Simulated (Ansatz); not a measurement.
**InAgTe2 under a change: Ag interstitial (started 2.66 Å from the nearest host atom)**

Consider an 8-atom supercell of InAgTe2 in the chalcopyrite structure (space group I-42d, No. 122; a = 6.569 Å, c = 13.003 Å) at its relaxed geometry.

The change: one Ag atom is added in an open site, starting 2.66 Å from the nearest host atom, atoms relaxed at fixed cell, starting from a slightly rattled geometry.

Calculations: plane-wave PAW DFT at the PBE level (Ansatz, a quantum-chemistry and plane-wave program, 420 eV), no spin-orbit coupling. k-mesh 5×5×5 (Γ-centred); smearing 0.05 eV (Fermi–Dirac).

```yaml
pressure: 2.4 GPa (base 0.0 GPa)
largest_displacement_of_a_host_atom_from_its_site_in_the_perfect_cell: 0.16 Å
final_site_of_the_added_atom: 2 Ag at 2.83–2.84 Å and 2 In at 2.91–2.93 Å and 6 Te at 2.94–3.63 Å
```

The cell is small, so the values are those of an ordered compound at a high defect concentration; dilute-limit values will differ. The mesh was chosen for an insulator and is coarse for the gapless case. The final runs are not spin-polarised. The defect cell is not spin-polarised.
